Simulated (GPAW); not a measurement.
```xyz
8
Lattice="-4.3057 4.3057 3.6611 4.3057 -4.3057 3.6611 4.3057 4.3057 -3.6611" Properties=species:S:1:pos:R:3 pbc="T T T"
K      0.0000     4.3057     0.0000
K      4.3057     0.0000     0.0000
Sn     0.0000     0.0000     0.0000
Hg     0.0000     0.0000     3.6611
Te     1.5102    -1.5102     5.5809
Te     2.7955     2.7955    -1.9197
Te    -1.5102     1.5102     5.5809
Te     1.5102     1.5102     1.7414
```

Level of theory: LDA (Perdew-Wang 92), GPAW PAW datasets LDA (gpaw-data 1.0.1) (plane waves; GPAW).

The set-up and first iterations of a GPAW log for K2SnHgTe4 (I-42m, 8 atoms in the cell):

```
Input parameters:
  convergence: {bands: -6,
                forces: 0.001}
  kpts: [3 3 3]
  maxiter: 100
  mode: {ecut: 550,
         name: pw}
  nbands: -8
  occupations: {name: fixed-uniform}
  symmetry: {symmorphic: False,
             tolerance: 0.0005}

species:
  K:
    name: Potassium
    Z: 19.0
    valence: 9
    core: 10
    charge: 0.0
    file: K.LDA.gz

    # Using partial waves for K as LCAO basis

  Sn:
    name: Tin
    Z: 50.0
    valence: 14
    core: 36
    charge: 0.0
    file: Sn.LDA.gz

    # Using partial waves for Sn as LCAO basis

  Hg:
    name: Mercury
    Z: 80.0
    valence: 18
    core: 62
    charge: 0.0
    file: Hg.LDA.gz

    # Using partial waves for Hg as LCAO basis

  Te:
    name: Tellurium
    Z: 52.0
    valence: 6
    core: 46
    charge: 0.0
    file: Te.LDA.gz

    # Using partial waves for Te as LCAO basis

Reference energy: -1471961.872434  # eV

Spin-paired calculation

Convergence criteria:
   [... lines left out ...]

Hamiltonian:
  XC and Coulomb potentials evaluated on a 80*80*80 grid
  External potential:
    NoExternalPotential

Number of atoms: 8
Number of atomic orbitals: 47
Number of bands in calculation: 45
Number of valence electrons: 74
Bands to converge: 39

Density initialized from atomic densities
  45 bands from LCAO basis set

Atomic positions and initial magnetic moments

Positions:
   0 K      0.000000    4.305659    0.000000    ( 0.0000,  0.0000,  0.0000)
   1 K      4.305659    0.000000    0.000000    ( 0.0000,  0.0000,  0.0000)
   2 Sn     0.000000    0.000000    0.000000    ( 0.0000,  0.0000,  0.0000)
   3 Hg     0.000000    0.000000    3.661123    ( 0.0000,  0.0000,  0.0000)
   4 Te     1.510167   -1.510167    5.580869    ( 0.0000,  0.0000,  0.0000)
   5 Te     2.795492    2.795492   -1.919746    ( 0.0000,  0.0000,  0.0000)
   6 Te    -1.510167    1.510167    5.580869    ( 0.0000,  0.0000,  0.0000)
   7 Te     1.510167    1.510167    1.741377    ( 0.0000,  0.0000,  0.0000)

Unit cell:
           periodic     x           y           z      points  spacing
  1. axis:    yes   -4.305659    4.305659    3.661123    40     0.1395
  2. axis:    yes    4.305659   -4.305659    3.661123    40     0.1395
  3. axis:    yes    4.305659    4.305659   -3.661123    40     0.1522

  Lengths:   7.105014   7.105014   7.105014
  Angles:  105.397910 105.397910 117.966686

Effective grid spacing dv^(1/3) = 0.1619
     iter     time        total  log10-change:
                         energy   eigst   dens  force
iter:   1 --:--:--   -29.759005   +0.08
iter:   2 --:--:--   -29.676391   -1.01  -1.30
iter:   3 --:--:--   -29.160622   -1.36  -1.33
iter:   4 --:--:--   -29.351311   -1.55  -1.53
iter:   5 --:--:--   -29.131364   -2.21  -1.74
iter:   6 --:--:--   -29.135784   -3.20  -2.26
iter:   7 --:--:--   -29.129423c  -3.38  -2.31
iter:   8 --:--:--   -29.125246c  -3.37  -2.58
iter:   9 --:--:--   -29.125318c  -4.45  -2.88
iter:  10 --:--:--   -29.124855c  -4.66  -2.85
iter:  11 --:--:--   -29.124717c  -4.61  -3.05
```

How does the run end?

The run converged in 27 iterations. Its thresholds were met; that alone does not show that basis and mesh suffice. It ends on: free energy E − TS (from the program's reference atoms) -29.1246 eV; top of the valence band (on the code's own zero) 3.63 eV; gap on the k-point mesh 1.09 eV; pressure -1.42 GPa; largest force (vector length) 0.071 eV/Å. The log goes on:

```
   [... 3 lines left out ...]
iter:  15 --:--:--   -29.124609c  -5.67  -3.51
iter:  16 --:--:--   -29.124581c  -5.75  -3.57
iter:  17 --:--:--   -29.124579c  -6.94  -3.72
iter:  18 --:--:--   -29.124581c  -6.80  -3.78
iter:  19 --:--:--   -29.124580c  -7.75c -3.87
iter:  20 --:--:--   -29.124573c  -6.92  -3.92
iter:  21 --:--:--   -29.124576c  -7.43c -4.18c
iter:  22 --:--:--   -29.124574c  -8.05c -4.27c -2.55
iter:  23 --:--:--   -29.124573c  -7.19  -4.31c
iter:  24 --:--:--   -29.124573c  -7.99c -4.43c -2.03
iter:  25 --:--:--   -29.124573c  -8.16c -4.46c -2.49
iter:  26 --:--:--   -29.124573c  -8.62c -4.60c -2.89
iter:  27 --:--:--   -29.124572c  -8.56c -4.69c -3.22c
Converged after 27 iterations.

Dipole moment: (-0.000000, 0.000000, -0.000000) |e|*Ang

Energy contributions relative to reference atoms: (reference = -1471961.872434)

Kinetic:        +50.678799
Potential:      -44.274880
External:        +0.000000
XC:             -32.496904
Entropy (-ST):   +0.000000
Local:           -3.031587
SIC:             +0.000000
--------------------------
Free energy:    -29.124572
Extrapolated:   -29.124572

Showing only first 2 kpts
 Kpt  Band  Eigenvalues  Occupancy
  0    35      3.55738    2.00000
  0    36      3.55738    2.00000
  0    37      5.13891    0.00000
  0    38      6.28934    0.00000

  1    35      3.20024    2.00000
  1    36      3.63397    2.00000
  1    37      5.37683    0.00000
  1    38      5.81045    0.00000

Fermi level: 4.17806

Gap: 1.088 eV
Transition (v -> c):
  (s=0, k=1, n=36, [0.33, -0.33, 0.00]) -> (s=0, k=4, n=37, [0.33, 0.33, -0.33])
Direct/indirect transitions are different
   [... lines left out ...]
Direct gap: 1.305 eV
   [... lines left out ...]
  0 K    -0.00000    0.00000    0.00000
  1 K    -0.00000    0.00000    0.00000
  2 Sn    0.00000   -0.00000   -0.00000
  3 Hg    0.00000   -0.00000   -0.00000
  4 Te    0.02160   -0.02160   -0.06362
  5 Te   -0.02160   -0.02160    0.06362
  6 Te   -0.02160    0.02160   -0.06362
  7 Te    0.02160    0.02160    0.06362

Stress tensor:
     0.008798     0.000000     0.000000
     0.000000     0.008798     0.000000
     0.000000     0.000000     0.009039
Stress (GPa, Voigt): [1.4097 1.4097 1.4483 0.     0.     0.    ]
```

For comparison: a first run was changed to give this one (lattice scaled by 0.98), and from it to this one the free energy falls by 29.7 meV/atom, the pressure goes from -3.07 to -1.42 GPa, the largest force goes from 0.362 to 0.071 eV/Å and the gap on the mesh goes from 0.988 to 1.088 eV.

The starting cell comes from a database of computed structures (which also holds hypothetical and non-ambient phases and stackings), without a prior relaxation at this level. For this run, on top of that: lattice scaled by 0.98. Spin-orbit coupling is off.

The run was DFT LDA (Perdew-Wang 92), plane waves, GPAW PAW datasets LDA (gpaw-data 1.0.1). Main settings of its input:

* **mode**: pw
* **ecut**: 550 eV
* **xc**: LDA
* **kpts**: 3 3 3
* **mesh shift (steps)**: 0 0 0
* **occupations.name**: fixed-uniform
* **nbands**: -8
* **convergence.forces**: 0.001 eV/Å
* **convergence.bands**: -6
* **symmetry.symmorphic**: false
* **symmetry.tolerance**: 0.0005
* **maxiter**: 100
